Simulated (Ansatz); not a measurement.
System: Sr3Sn2O7 (Cmcm, No. 63, 24 atoms in the cell; start mp-17743). Method: HSE06 in Ansatz (PAW).

Settings: plane-wave cutoff 460 eV, 4×4×4 k mesh, Fermi–Dirac smearing 0.01 eV, scalar-relativistic PAW data made under PBE.

Cell (relaxed with PBEsol):

```yaml
crystal:
  lattice:
    - [10.20450, -2.90484, 0.00000]
    - [10.20450, 2.90484, 0.00000]
    - [0.00000, 0.00000, 5.71403]
  atoms:
    - { symbol: Sr, position: [0.24390, 0.75610, 0.75000] }
    - { symbol: Sr, position: [0.75610, 0.24390, 0.25000] }
    - { symbol: Sr, position: [0.42431, 0.94983, 0.75000] }
    - { symbol: Sr, position: [0.57569, 0.05017, 0.25000] }
    - { symbol: Sr, position: [0.94983, 0.42431, 0.25000] }
    - { symbol: Sr, position: [0.05017, 0.57569, 0.75000] }
    - { symbol: Sn, position: [0.84738, 0.35034, 0.75000] }
    - { symbol: Sn, position: [0.15262, 0.64966, 0.25000] }
    - { symbol: Sn, position: [0.35034, 0.84738, 0.25000] }
    - { symbol: Sn, position: [0.64966, 0.15262, 0.75000] }
    - { symbol: O, position: [0.08247, 0.08247, 0.50000] }
    - { symbol: O, position: [0.91753, 0.91753, 0.50000] }
    - { symbol: O, position: [0.91753, 0.91753, 0.00000] }
    - { symbol: O, position: [0.08247, 0.08247, 0.00000] }
    - { symbol: O, position: [0.38686, 0.38686, 0.00000] }
    - { symbol: O, position: [0.61314, 0.61314, 0.00000] }
    - { symbol: O, position: [0.61314, 0.61314, 0.50000] }
    - { symbol: O, position: [0.38686, 0.38686, 0.50000] }
    - { symbol: O, position: [0.38688, 0.00841, 0.25000] }
    - { symbol: O, position: [0.61312, 0.99159, 0.75000] }
    - { symbol: O, position: [0.00841, 0.38688, 0.75000] }
    - { symbol: O, position: [0.99159, 0.61312, 0.25000] }
    - { symbol: O, position: [0.67402, 0.32598, 0.75000] }
    - { symbol: O, position: [0.32598, 0.67402, 0.25000] }
```

**Question.** What does this level give for the band gap and smallest direct gap on the k points sampled?

**Answer.** 
band gap: 4.10 eV
smallest direct gap on the k points sampled: 4.23 eV

Note: cell and atoms aren't relaxed at this level (largest force component 0.31 eV/Å).

Spin–orbit coupling is not included.

The computed numbers hold no vibrational or temperature effects.

A start named mp-… is a Materials Project structure, which need not be a measured phase.

Ansatz is an electronic-structure program.
